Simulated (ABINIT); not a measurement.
A relaxation of cell and atoms of SrAlSi (P-6m2, 3 atoms in the cell) with ABINIT.

Method: PBEsol, norm-conserving pseudopotentials (PseudoDojo nc-sr-04 PBEsol standard) (plane waves; ABINIT 10.0.3).

Input:

```
# SrAlSi, PseudoDojo nc-sr-04 PBEsol standard
pp_dirpath "./"
pseudos "Sr.upf, Al.upf, Si.upf"
acell 4.2497797457 4.2497797457 4.7795000000 Angstrom
rprim
         1.0000000000    0.0000000139    0.0000000000
        -0.5000000120    0.8660253968    0.0000000000
         0.0000000000    0.0000000000    1.0000000000
natom 3
ntypat 3
znucl 38 13 14
typat 1 2 3
xred
         0.0000000000    0.0000000000    0.0000000000
         0.6666666667    0.3333333333    0.5000000000
         0.3333333333    0.6666666667    0.5000000000
ecut 34 Ha
occopt 7
tsmear 0.00367493
nband 14
kptopt 1
ngkpt 6 6 5
nshiftk 1
shiftk 0 0 0
nstep 50
tolvrs 1.0e-11
ionmov 2
ntime 40
tolmxf 2.0e-04
optcell 2
dilatmx 1.08
ecutsm 0.5
prtwf 0
prtden 0
prtvol 1
enunit 2
```

Output, abridged:

```
--- !BeginCycle
solver: {iscf: 7, nstep: 50, nline: 4, wfoptalg: 0, }
tolerances: {tolvrs: 1.00E-11, }
...

     iter   Etot(hartree)      deltaE(h)  residm     vres2
 ETOT  1  -40.774548349150    -4.077E+01 3.444E-02 1.268E+02
 ETOT  2  -40.796551458836    -2.200E-02 4.971E-03 2.998E+00
 ETOT  3  -40.796850046922    -2.986E-04 1.449E-03 7.270E-02
 ETOT  4  -40.796854548003    -4.501E-06 1.049E-03 2.634E-03
 ETOT  5  -40.796854712573    -1.646E-07 7.358E-04 4.833E-05
 ETOT  6  -40.796854715537    -2.964E-09 7.462E-04 4.345E-07
 ETOT  7  -40.796854715567    -3.001E-11 6.105E-04 1.502E-08
 ETOT  8  -40.796854715568    -6.253E-13 5.582E-04 4.234E-10
 ETOT  9  -40.796854715568    -4.619E-13 5.510E-04 5.382E-12
 At SCF step    9       vres2   =  5.38E-12 < tolvrs=  1.00E-11 =>converged.

 Cartesian components of stress tensor (hartree/bohr^3)
  sigma(1 1)=  3.10524686E-05  sigma(3 2)=  0.00000000E+00
  sigma(2 2)=  3.10524688E-05  sigma(3 1)=  0.00000000E+00
  sigma(3 3)=  7.91293689E-05  sigma(2 1)= -6.25464417E-14

---OUTPUT-----------------------------------------------------------------------

 Cartesian coordinates (xcart) [bohr]
  0.00000000000000E+00  0.00000000000000E+00  0.00000000000000E+00
  4.01545989010502E+00  2.31832692274159E+00  4.51597302606347E+00
 -6.42473589884673E-08  4.63665373385340E+00  4.51597302606347E+00
 Reduced coordinates (xred)
  0.00000000000000E+00  0.00000000000000E+00  0.00000000000000E+00
  6.66666666666667E-01  3.33333333333333E-01  5.00000000000000E-01
   [... lines left out ...]
 At Broyd/MD step   5, gradients are converged :
 Fermi (or HOMO) energy (hartree) =   0.22931   Average Vxc (hartree)=  -0.34652
 Fermi (or HOMO) energy (eV) =   6.23971   Average Vxc (eV)=  -9.42928
   [... lines left out ...]
total_energy        : -4.07975635800915E+01
total_energy_eV     : -1.11015816313063E+03
band_energy         : -3.72411939826838E+00
...

-Cartesian components of stress tensor (GPa)         [Pressure=  1.6661E-02 GPa]
- sigma(1 1)= -3.48132665E-03  sigma(3 2)=  0.00000000E+00
- sigma(2 2)= -3.48132312E-03  sigma(3 1)=  0.00000000E+00
- sigma(3 3)= -4.30207315E-02  sigma(2 1)= -1.93595220E-09

 Calculation completed.
```

The run converged. 

Summary of the result:
| Quantity | Value |
|---|---|
| Free energy E − TS | -1110.16 eV |
| Fermi level (on the code's own zero) | 6.24 eV |
| Pressure | 0.02 GPa |
| Final cell | a = b = 4.2450 Å, c = 4.6192 Å, α = β = 90.00°, γ = 120.00° |
| Final volume per atom | 24.03 Å³ |
| Relaxation steps | 5 |

The starting cell comes from a database of computed structures (which also holds hypothetical and non-ambient phases and stackings), without a prior relaxation at this level. The relaxation keeps the symmetry of its start, so its end need not be a minimum.

Cost on one core of a shared machine: roughly 4 min.
